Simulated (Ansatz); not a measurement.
InSe (P6₃/mmc, No. 194; cell taken from a computed entry), treated with PBE (plane waves, PAW; Ansatz, a quantum-chemistry and plane-wave program).

Settings: plane-wave cutoff 520 eV, 12×12×2 k mesh (along the axes of the cell as run), Fermi–Dirac smearing 0.01 eV, scalar-relativistic PAW data made under PBE.

Cell (relaxed with PBEsol):

```
CELL_PARAMETERS angstrom
      4.00573     0.00000     0.00000
     -2.00287     3.46907     0.00000
      0.00000     0.00000    16.99831
ATOMIC_POSITIONS crystal
  In 0.33333 0.66667 0.33167
  In 0.66667 0.33333 0.66833
  In 0.66667 0.33333 0.83167
  In 0.33333 0.66667 0.16833
  Se 0.33333 0.66667 0.59308
  Se 0.66667 0.33333 0.40692
  Se 0.66667 0.33333 0.09308
  Se 0.33333 0.66667 0.90692
```

Q: Estimate the band gap that the calculation returns.

A: 
band gap: 0.53 eV

Measured, for comparison: band gap 1.17 eV (temperature not stated, not corrected to a static lattice; as tabulated in Kim et al. (2020), doi:10.1038/s41597-020-00723-8).

Note: the cell comes from a level without a dispersion term, which matters for the spacing of layers, chains or molecules; cell and atoms aren't relaxed at this level (largest force component 0.18 eV/Å, pressure 2.5 GPa); the cell has widely spaced layers and the level no dispersion term, so their spacing and the moduli can rest on weak binding.

Spin–orbit coupling is not included.

Static lattice: no zero-point or thermal effects.

The result took very roughly 100 core-seconds.
